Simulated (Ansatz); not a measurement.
End structure of Li on the 1x1 (111) surface of fcc Ni, ferromagnetic, one in a 1x1 cell, started at the site 'hollow Ni-Ni-Ni over Ni at depth 2.0 Å':

```
CELL_PARAMETERS angstrom
      2.48857     0.00000     0.00000
     -1.24429     2.15517     0.00000
      0.00000     0.00000    25.50000
ATOMIC_POSITIONS crystal
  Ni 0.33333 0.66667 0.38155
  Ni 0.66667 0.33333 0.46024
  Ni 0.00000 0.00000 0.53983
  Ni 0.33333 0.66667 0.61988
  Li 0.00000 0.00000 0.69863
```

Model: 5-atom slab, 6.0 Å thick at the start under the adsorbate (thin: gaps and levels are the slab's own), 14x14x1 mesh, Fermi-Dirac 0.1 eV, dipole correction, 2 atoms held, the rest relaxed; symmetry of the start imposed; spin-polarised, no spin-orbit, no U, no dispersion correction. At the end it is bonded to 3 Ni. In PBE it is, or lies within 0.03 eV of, the lowest of the starts that converged.

A negative adsorption energy means that the adsorbate is more stable on the surface than in its reference.

Q: Estimate the change of the work function that PBE run with Ansatz (a first-principles code) returns for this input.

A: -0.96 eV

Q: What adsorption energy against an atom of bcc Li does PBE give?

A: -24 kJ/mol

Q: Give the work function of the top face at the level PBE.

A: 4.11 eV

Q: Estimate the change of the step from the bottom to the top vacuum level, against the clean slab that PBE returns for this input.

A: -0.94 eV
